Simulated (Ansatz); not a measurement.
# ZrB2: response to strain

Consider ZrB₂ (space group P6/mmm, No. 191; relaxed with 0.1 eV smearing).

```
CELL_PARAMETERS angstrom
      3.17143     0.00000     0.00000
     -1.58572     2.74654     0.00000
      0.00000     0.00000     3.54182
ATOMIC_POSITIONS crystal
  Zr 0.00000 0.00000 0.00000
  B  0.66667 0.33333 0.50000
  B  0.33333 0.66667 0.50000
```

Cartesian axes are those of the cell as printed.

Strains are applied to the cell and any free atomic positions relax; under biaxial strain the out-of-plane vector relaxes too.

Level of theory: PBE (Ansatz, an electronic-structure program), no SOC.

Notes on the quantities. in-plane stress: mean in-plane stress (compression positive).

```tsv
case	out-of-plane strain	in-plane stress	shortest interatomic distance
base	–	–	3.460 bohr
biaxial strain −3.00 %, plane normal [001], relaxed out of plane	+1.75 %	+18.3 GPa	3.356 bohr
biaxial strain −2.50 %, plane normal [001], relaxed out of plane	?	?	?
biaxial strain −2.00 %, plane normal [001], relaxed out of plane	+1.14 %	+11.8 GPa	3.391 bohr
biaxial strain −0.50 %, plane normal [001], relaxed out of plane	+0.28 %	+2.8 GPa	3.443 bohr
biaxial strain +0.50 %, plane normal [001], relaxed out of plane	-0.28 %	-2.7 GPa	3.477 bohr
biaxial strain +1.50 %, plane normal [001], relaxed out of plane	-0.82 %	-7.8 GPa	3.512 bohr
biaxial strain +2.00 %, plane normal [001], relaxed out of plane	-1.09 %	-10.3 GPa	3.529 bohr
biaxial strain +2.50 %, plane normal [001], relaxed out of plane	-1.36 %	-12.6 GPa	3.547 bohr
biaxial strain +3.00 %, plane normal [001], relaxed out of plane	-1.63 %	-14.8 GPa	3.564 bohr
```

### Question
Fill in the withheld entries from the trend.

### Answer

- biaxial strain −2.50 %, plane normal [001], relaxed out of plane, out-of-plane strain: +1.44 %
- biaxial strain −2.50 %, plane normal [001], relaxed out of plane, in-plane stress: +15.0 GPa
- biaxial strain −2.50 %, plane normal [001], relaxed out of plane, shortest interatomic distance: 3.374 bohr

Whether these cells are dynamically stable was not tested. All final runs are without spin polarisation.
